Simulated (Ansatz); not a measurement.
## Effect of isotropic strain +1.00 % on SrO

Start from SrO in the rock salt structure (space group Fm-3m, No. 225; a = 5.122 Å).

One thing is altered: an isotropic linear strain of +1.00 %; the atoms relax in the strained cell.

All numbers come from DFT with PBEsol, PAW potentials and a 420 eV plane-wave cutoff in Ansatz (a program for electronic structure), no spin-orbit coupling. k-mesh 11×11×11 (Γ-centred); smearing 0.05 eV (Fermi–Dirac).

| quantity | base | changed | shift |
|---|---|---|---|
| volume per atom | 16.80 Å³ | 17.31 Å³ | +0.51 Å³ |
| space group | Fm-3m (No. 225) | Fm-3m (No. 225) | – |
| shortest interatomic distance | 2.561 Å | 2.587 Å | +0.026 Å |
| energy relative to the base (free energy F) | 0 meV/atom | +4.3 meV/atom | +4.3 meV/atom |
| pressure | 0.00 GPa | -2.62 GPa | -2.62 GPa |
| band gap | 3.20 eV | 3.21 eV | +0.017 eV |
| gap character | indirect, Γ → X | indirect, Γ → X | – |
| smallest direct gap | 3.26 eV | 3.30 eV | +0.04 eV |
| mean gap deformation potential ΔEg/Δln V | – | +0.6 eV | – |
| width of the top valence band | 1.15 eV | 1.09 eV | -0.06 eV |
| electron mass | 1.2 mₑ along k, 0.39 mₑ across (at X) | 1.2 mₑ along k, 0.40 mₑ across (at X) | – |
| valley order (the lowest conduction-band minima on the path, energy above the VBM, named in the base's zone) | X along ⟨100⟩ 3.20 eV; Γ 3.93 eV | X along ⟨100⟩ 3.21 eV; Γ 3.72 eV | – |

Final structure:

```yaml
crystal:
  lattice:
    - [0.00000, 2.58683, 2.58683]
    - [2.58683, 0.00000, 2.58683]
    - [2.58683, 2.58683, 0.00000]
  atoms:
    - { symbol: Sr, position: [0.00000, 0.00000, 0.00000] }
    - { symbol: O, position: [0.50000, 0.50000, 0.50000] }
```

Effective masses come from finite differences of ±0.01 Å⁻¹. Along k means along the line from Γ to the band edge. No phonon test of stability was made.
